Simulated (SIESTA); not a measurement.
Band structure of MgB₂ (P6/mmm, 3 atoms in the cell).

```xyz
3
Lattice="2.9972 0.0000 0.0000 -1.4986 2.5957 0.0000 0.0000 0.0000 3.4455" Properties=species:S:1:pos:R:3 pbc="T T T"
Mg     0.0000     0.0000     0.0000
B      1.4986     0.8652     1.7228
B      0.0000     1.7304     1.7228
```

Computed with SIESTA with GGA PBE, numerical atomic orbitals DZP, PseudoDojo PBE standard norm-conserving potentials (rewritten from UPF to PSML).

Settings: XC.functional = GGA; XC.authors = PBE; potentials = PseudoDojo PBE standard; PAO.BasisSize = DZP; PAO.EnergyShift = 0.01 Ry; MeshCutoff = 300 Ry; kgrid.MonkhorstPack = 13 13 10; OccupationFunction = FD; ElectronicTemperature = 1160.45 K; MaxSCFIterations = 150; SCF.Mixer.Method = Pulay; SCF.Mixer.Weight = 0.2; SCF.Mixer.History = 6; SCF.DM.Tolerance = 1.0E-05.

The starting cell comes from a database of computed structures (which also holds hypothetical and non-ambient phases and stackings), without a prior relaxation at this level. Its lattice was rescaled by a random factor within 2.5 % of one. Values carry the incompleteness of an atom-centred basis.

Levels in eV from the Fermi level, bands 5 to 10:
```
point       5      6      7      8      9    10
-----  ------  -----  -----  -----  -----  ----
Γ      -13.00  -3.24   0.45   0.45   1.92  6.96
M       -8.76  -8.18  -2.27   0.31   3.29  4.51
K       -7.37  -7.37  -6.23   2.06   2.06  7.22
A      -11.42  -8.04   0.85   0.85   7.32  7.32
L       -7.68  -7.17  -3.88  -1.93  -1.43  6.44
H       -6.43  -6.43  -5.51  -2.18  -2.18  3.89
```

Bands cross the Fermi level along this path, so the cell is metallic at this level.

Higher empty bands are left out: an atom-centred basis made for the valence describes them poorly.
